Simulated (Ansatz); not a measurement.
The reference is CsPbCl$_{3}$ in the cubic perovskite structure (space group Pm-3m, No. 221; a = 5.6188 Å). Axes: x, y, z lie along the cube axes.

The values are results of PBEsol in Ansatz (plane waves to 420 eV, PAW, no spin-orbit coupling), not measurements.

Strains are applied to the cell and any free atomic positions relax; under biaxial strain the out-of-plane vector relaxes too.

One change was made to it. Results:

| quantity | base | after |
|---|---|---|
| band gap | 1.83 eV | 1.88 eV |
| energy relative to the base (free energy F) | 0 meV/atom | +2.0 meV/atom |

### Question
Name the change that was made.
(A) biaxial strain +0.60 %, plane normal [001], relaxed out of plane
(B) biaxial strain +1.20 %, plane normal [001], relaxed out of plane
(C) biaxial strain +1.80 %, plane normal [001], relaxed out of plane

### Answer
B, biaxial strain +1.20 %, plane normal [001], relaxed out of plane. For comparison, the energy relative to the base in the other runs: biaxial strain +1.80 %, plane normal [001], relaxed out of plane gives +4.3 meV/atom; biaxial strain +0.60 %, plane normal [001], relaxed out of plane gives +0.5 meV/atom.

Spin-orbit coupling, missing from the scalar runs, can matter with Pb. No phonon test of stability was made. Many cubic perovskites are stable only at high temperature; tilts and polar distortions were not tested. This is not the structure that CsPbCl3 has at room temperature and ambient pressure.

Ansatz is an electronic-structure program.
